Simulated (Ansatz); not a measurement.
**Band gap of KHCO3 (P2₁/c, No. 14) at several levels of theory**

No measured value is used here.

| level (code) | value (eV) | cell (Å³/atom) |
|---|---|---|
| LDA (Ansatz) | … | 11.45 |
| PBEsol (Ansatz) | 5.05 | 12.65 |
| r²SCAN (Ansatz) | … | 12.60 |
| r²SCAN-D4 (Ansatz) | 5.88 | 12.37 |
| r²SCAN+rVV10 (Ansatz) | 5.86 | 12.14 |
| HSE06 (Ansatz) | 7.02 | 12.60 |
| PBE0 (Ansatz) | 7.79 | 12.60 |

What belongs in the gaps?


- LDA (Ansatz, an electronic-structure program), value (eV): 5.19
- r²SCAN (Ansatz), value (eV): 5.80

Computed values are for a static lattice.  LDA, PBEsol, r²SCAN, r²SCAN-D4, r²SCAN+rVV10, HSE06, PBE0: the gap is read on the k mesh or supercell of the run alone and can be too large. LDA, PBEsol, r²SCAN, HSE06, PBE0: the cell comes from a level without a dispersion term, which matters for the spacing of layers, chains or molecules. LDA, PBEsol, r²SCAN, r²SCAN-D4, r²SCAN+rVV10: the relaxation could not lower the start's symmetry, so the cell can be a saddle point above a distorted one. Values are at the level's own equilibrium cell; HSE06 at the r²SCAN cell; PBE0 at the r²SCAN cell. K meshes differ between the levels. Ansatz's density-functional and Hartree–Fock values are scalar-relativistic unless marked +SOC, with PAW data made under PBE.
